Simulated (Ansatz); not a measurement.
Consider AlN (space group Pm-3n, No. 223; a = 5.3437 Å; a hypothetical phase, not in the database extracts checked).

Computed with Ansatz (a first-principles code), PBEsol, PAW, cutoff 420 eV, no spin-orbit coupling.

Before the change:

- Volume per atom: 12.72 Å³

The change: cell and atoms relaxed at a pressure of 3 GPa.

Problem. Predict the new mean gap deformation potential ΔEg/Δln V.

Solution. The mean gap deformation potential ΔEg/Δln V is -2.1 eV.

Problem. Predict the new volume per atom.

Solution. The volume per atom decreases by 0.23 Å³, from 12.72 Å³ to 12.49 Å³.

Load acts through the strain it causes; cell and atoms are relaxed under it. Stability against distortions was not tested.
